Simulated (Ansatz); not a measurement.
Take ZnSe in the zinc blende structure (space group F-43m, No. 216; a = 5.665 Å) as the base.

Method: plane-wave PAW DFT at the r2SCAN level (Ansatz, a program for electronic structure, 500 eV), no spin-orbit coupling.

Base values:

```
Item        Result
--------  --------
Pressure  0.00 GPa
```

The change: the cell is scaled by 1.0087 in all directions, atoms relaxed at fixed cell.

### Question
What does the calculation give for the energy relative to the base after the change?

### Answer
The energy increases by 3.1 meV/atom.

### Question
How does this affect the pressure?

### Answer
The pressure goes from zero to -1.60 GPa.

### Question
How does this affect the mean gap deformation potential ΔEg/Δln V?

### Answer
The mean gap deformation potential ΔEg/Δln V amounts to -4.3 eV.

The cells carry an imposed strain or load. No phonon test of stability was made.
